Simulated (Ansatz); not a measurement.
Consider ZnCu₂SnSe₄ (space group I-4, No. 82; a = 5.699 Å, c = 11.382 Å).

Method: r2SCAN (Ansatz, an electronic-structure program, PAW, no spin-orbit coupling), earlier PAW set.

Base values:

```
Quantity           Result
---------------  --------
Volume per atom  23.10 Å³
c/a ratio           1.997
```

The change: full substitution Sn → Be; the structure is relaxed again.

Task: How does this affect the volume per atom?

Result: The volume per atom falls by 3.10 Å³ to 20.00 Å³.

Task: How does this affect the c/a ratio?

Result: The c/a ratio drops by 0.018 (1.997 → 1.979).

Stability against distortions was not tested. As relaxed here, BeZnCu2Se4 is a hypothetical phase, not in the database extracts checked. The final runs are not spin-polarised.
